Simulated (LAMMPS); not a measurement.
Ta (bcc) at 200 K and zero pressure, started from the crystal, with several potentials, in cells of their own sizes.

Models:
- EAM-type CuTa.eam.alloy: classical MD, pair style eam/alloy, file CuTa.eam.alloy (LAMMPS); X. W. Zhou, R. A. Johnson,  H. N. G. Wadley, Phys. Rev. B, 69, 144113 (2004)
- MEAM library.meam-Ta: classical MD, pair style meam, file library.meam (library.meam-Ta) (LAMMPS); Baskes, Phys Rev B, 46, 2727-2742 (1992)
- SNAP Ta06A.snap: MD with a machine-learned potential, pair style snap, file Ta06A.snap (LAMMPS); Thompson, Swiler, Trott, Foiles and Tucker, arxiv.org, 1409.3880 (2014)

| potential | state | volume | first peak of g(r) | coordination number | mean phonon frequency | rough cost (ms per atom and simulated ps) |
|---|---|---|---|---|---|---|
| EAM-type CuTa.eam.alloy | crystal; no diffusion seen in 30 ps | 18.0529 ± 0.0002 Å³/atom | 2.86 Å, height 9.2 | 14.0 (counted to 3.98 Å) | 3.4 THz | 1 to 3 |
| MEAM library.meam-Ta | crystal; no diffusion seen in 30 ps | 18.1072 ± 0.0003 Å³/atom | 2.86 Å, height 8.5 | 14.0 (counted to 3.98 Å) | 3.2 THz | 3 to 10 |
| SNAP Ta06A.snap | crystal; no diffusion seen in 9.0 ps | 18.2571 ± 0.0002 Å³/atom | 2.87 Å, height 9.1 | 14.0 (counted to 4.02 Å) | 3.5 THz | 100 to 300 |

Costs are rough: whole-run CPU time with set-up and analysis, from shared machines, in bands a factor of about three wide.

Caution: the potential MEAM library.meam-Ta is a first-neighbour MEAM set with a 4 Å cutoff, used here without a parameter file and away from the static properties it was fitted to.

States go by the mean squared displacement: a species diffuses where it passes 1.5 Å², still rises and gives D over 1e-6 cm²/s; a crystal has left its structure where atoms lie 0.35 Å off their sites on average or a cubic box changes its shape by 3 %, or the axial ratios of another lie 8 % off the starting cell's, which the potential's own relaxation can also do.

The ± values are statistical; the model's systematic error is not in them.
